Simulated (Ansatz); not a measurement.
Base system: W in the fcc (Cu type) structure (space group Fm-3m, No. 225; a = 3.9976 Å). Axes: x, y, z lie along the cube axes.

Computed with PBEsol in Ansatz (plane waves to 420 eV, PAW, no spin-orbit coupling).

Free-standing slabs (1 atom(s) a layer) normal to [111] with 15 Å of vacuum; in-plane cell held at bulk.

One change was made to it. Results:

The excess energy per area of both faces (slab less bulk energy over the cell's area: twice a surface energy) amounts to 5.9 J/m² (uncertain by up to 0.2 J/m²); the band gap stays zero; the shortest interatomic distance falls by 0.014 Å, from 2.827 Å to 2.813 Å.

### Question
Name the change that was made.
(A) 3 layers
(B) 7 layers
(C) 4 layers

### Answer
B, 7 layers. For comparison, the shortest interatomic distance in the other runs: 3 layers gives 2.827 Å; 4 layers gives 2.827 Å.

The excess energy carries the mismatch between the slab's and the bulk's meshes. No phonon test of stability was made. The final runs are not spin-polarised. This is not the structure that W has at room temperature and ambient pressure.

Ansatz is a quantum-chemistry and plane-wave program.
